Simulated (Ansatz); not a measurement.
Consider CdSe in the zinc blende structure (space group F-43m, No. 216; a = 6.0816 Å). Axes: x, y, z lie along the cube axes.

Level of theory: PBEsol (Ansatz, an electronic-structure program; PAW; 420 eV plane waves; scalar-relativistic without spin-orbit coupling).

Strains are applied to the cell and any free atomic positions relax; under biaxial strain the out-of-plane vector relaxes too.

One change was made to it. Results:

The valence-band top at Γ (three highest levels, from the VBM) changes from 0.00, 0.00, 0.00 eV to 0.00, 0.00, -0.08 eV; the pressure (mean of the normal stresses, compression positive) goes from zero to 0.48 GPa.

Question: Which change produced these results?
A) biaxial strain −0.83 %, plane normal [111], relaxed out of plane
B) biaxial strain +0.83 %, plane normal [111], relaxed out of plane
C) biaxial strain −2.08 %, plane normal [111], relaxed out of plane
D) biaxial strain −1.25 %, plane normal [111], relaxed out of plane

Answer: A, biaxial strain −0.83 %, plane normal [111], relaxed out of plane. For comparison, the valence-band top at Γ in the other runs: biaxial strain −2.08 %, plane normal [111], relaxed out of plane gives 0.00, 0.00, -0.21 eV; biaxial strain −1.25 %, plane normal [111], relaxed out of plane gives 0.00, 0.00, -0.12 eV; biaxial strain +0.83 %, plane normal [111], relaxed out of plane gives 0.00, -0.06, -0.06 eV.

The levels and masses belong to the bands next to the band gap. Stability against distortions was not tested.
